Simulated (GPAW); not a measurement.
Band structure of Ga₃Hg (I4/mmm, 4 atoms in the cell).

```yaml
crystal:
  lattice:
    - [-2.12136, 2.12136, 4.64407]
    - [2.12136, -2.12136, 4.64407]
    - [2.12136, 2.12136, -4.64407]
  atoms:
    - { symbol: Ga, position: [0.75000, 0.25000, 0.50000] }
    - { symbol: Ga, position: [0.25000, 0.75000, 0.50000] }
    - { symbol: Ga, position: [0.50000, 0.50000, 0.00000] }
    - { symbol: Hg, position: [0.00000, 0.00000, 0.00000] }
```

Method: PBEsol, GPAW PAW datasets PBEsol (made by gpaw-setup) (plane waves; GPAW).

Settings: mode = pw; ecut = 550 eV; xc = PBEsol; kpts = 7 7 7; mesh shift (steps) = 0 0 0; occupations.name = fermi-dirac; occupations.width = 0.136 eV; nbands = -12; convergence.density = 1e-05 e/electron; convergence.energy = 1e-05 eV/electron; symmetry.symmorphic = false; symmetry.tolerance = 0.0005; maxiter = 100; bandpath_npoints = 40.

The starting cell comes from a database of computed structures (which also holds hypothetical and non-ambient phases and stackings), without a prior relaxation at this level. Spin-orbit coupling is off.

Levels in eV from the Fermi level, bands 11 to 17:
```json
[
 {"point": "Γ", "11": "-2.58", "12": "-1.56", "13": "0.04", "14": "0.48", "15": "0.48", "16": "0.69", "17": "0.69"},
 {"point": "X", "11": "-4.04", "12": "-3.64", "13": "-3.40", "14": "-3.14", "15": "1.24", "16": "1.62", "17": "2.33"},
 {"point": "Y", "11": "-5.22", "12": "-4.85", "13": "-1.82", "14": "-1.20", "15": "1.41", "16": "1.73", "17": "2.57"},
 {"point": "S", "11": "-6.37", "12": "-1.38", "13": "0.14", "14": "1.06", "15": "2.17", "16": "3.39", "17": "3.47"},
 {"point": "Z", "11": "-1.59", "12": "-1.59", "13": "-1.49", "14": "-0.75", "15": "4.26", "16": "4.26", "17": "4.35"},
 {"point": "S1", "11": "-6.37", "12": "-1.38", "13": "0.14", "14": "1.06", "15": "2.17", "16": "3.39", "17": "3.47"},
 {"point": "N", "11": "-4.23", "12": "-3.25", "13": "1.11", "14": "1.48", "15": "1.49", "16": "1.59", "17": "3.66"},
 {"point": "P", "11": "-4.79", "12": "-4.56", "13": "-1.35", "14": "-1.23", "15": "-1.20", "16": "-1.20", "17": "5.50"},
 {"point": "Y1", "11": "-5.22", "12": "-4.85", "13": "-1.82", "14": "-1.20", "15": "1.41", "16": "1.73", "17": "2.57"}
]
```

Bands cross the Fermi level along this path, so the cell is metallic at this level.
